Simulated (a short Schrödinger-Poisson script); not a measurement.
Stack: MOS inversion layer, SiO2 on p-type Si(110), at 400 K.

From the gate side: 3.9 nm SiO2; 1800 nm Si, acceptors 5.9e16 cm⁻³.

Constants are typed, rounded textbook-type inputs, not results; the design itself was drawn at random and stands for no fabricated device. SiO2: permittivity 3.9, conduction-band edge (eV) 3.15, gap (eV) 9, electron mass (mₑ) 0.5. Si: permittivity 11.7, conduction-band edge (eV) 0, gap (eV) 1.124, Nv at 300 K (cm⁻³) 3.1e19.

Channel valleys (confinement mass, in-plane density-of-states mass, number): Δ4 0.315, 0.324, 4; Δ2 0.19, 0.417, 2. At the gate the conduction-band edge of layer 1 lies 3.27 eV − eVg above the Fermi level of the channel; the field vanishes at the back. Gaps are held at their typed values at every temperature. Mesh 0.03 nm at interfaces.

From a short Schrödinger-Poisson script (our own, NumPy): 1D Poisson equation in equilibrium, electrons quantum, Hartree (BenDaniel-Duke, 12 states a valley, the channel's in-plane mass for all, wave functions ending at the dielectric), parabolic valleys, classical holes, full ionisation, no traps, pinning or gate leakage.

| Vg (V) | electrons (cm⁻²) | C (μF/cm²) | Δ4 E0 (meV from the Fermi level) | Δ2 E0 (meV from the Fermi level) |
|---|---|---|---|---|
| 0 | 6.78e9 | 0.104 | 300.3 | 310.3 |
| 0.15 | 1.41e11 | 0.357 | 193.5 | 204.7 |
| 0.3 | 5.70e11 | 0.569 | 142.6 | 155.8 |
| 0.45 | 1.14e12 | 0.648 | 116.4 | 131.7 |
| 0.6 | 1.76e12 | 0.687 | 99.3 | 116.7 |
| 0.75 | 2.41e12 | 0.711 | 86.6 | 106.0 |
| 0.9 | 3.09e12 | 0.727 | 76.6 | 97.7 |
| 1.05 | 3.77e12 | 0.739 | 68.2 | 91.1 |
| 1.2 | 4.47e12 | 0.749 | 61.1 | 85.7 |
| 1.35 | 5.17e12 | 0.756 | 54.8 | 81.0 |
| 1.5 | 5.88e12 | 0.762 | 49.2 | 76.9 |
| 1.65 | 6.60e12 | 0.768 | 44.2 | 73.4 |
| 1.8 | 7.32e12 | 0.772 | 39.6 | 70.2 |
| 1.95 | 8.04e12 | 0.776 | 35.3 | 67.3 |
| 2.1 | 8.77e12 | 0.780 | 31.3 | 64.7 |
| 2.25 | 9.50e12 | 0.783 | 27.6 | 62.3 |
| 2.4 | 1.02e13 | 0.785 | 24.1 | 60.1 |
| 2.55 | 1.10e13 | 0.788 | 20.8 | 58.0 |

Gate voltages with under 1e9 electrons/cm² are left out.

At Vg = 2.55 V the lowest Δ4 subband lies at 20.8 meV from the Fermi level. How many electrons does it hold, and what share of all?

The two-dimensional density of states is g m/(πħ²) = 5.41e11 cm⁻² meV⁻¹ (both spins), kT = 34.5 meV, so n = D kT ln(1 + exp(−E/kT)) = 8.14e12 cm⁻², 0.74 of the 1.10e13 cm⁻² in all.

Compare the slope of the sheet density between 2.25 and 2.55 V with the geometric capacitance of the layers between gate and channel.

q Δn/ΔV = 0.801 μF/cm²; ε0/Σ(t/ε) = 0.885 μF/cm². The ratio is 0.90: the channel acts as a further capacitance in series.
